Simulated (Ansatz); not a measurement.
We consider fluorite PbF2 (high-temperature phase), described by PBE-D3(BJ) (Ansatz, a first-principles code, PAW).

Run with plane-wave cutoff 500 eV, 12×12×12 k mesh, Fermi–Dirac smearing 0.05 eV, scalar-relativistic PAW data made under PBE.

Cell (relaxed at this level):

Space group Fm-3m (No. 225); a = b = c = 5.9630 Å, α = β = γ = 90.00°

```
atom  site  symmetry       x       y       z
----  ----  --------  ------  ------  ------
Pb      4a      m-3m  0.0000  0.0000  0.0000
F       8c      -43m  0.2500  0.2500  0.2500
```
(The calculation used a cell of 3 atoms; values per cell refer to that cell.)

Question: Give the computed band gap.

Answer: 
* **band gap**: 4.42 eV (on the SCF k mesh)

Note: a distance lies near a switch of the dispersion term, which can move the cell.

Spin–orbit coupling is not included; with these elements it can move the gap by several tenths of an eV or more.

Computed values are for the static lattice.
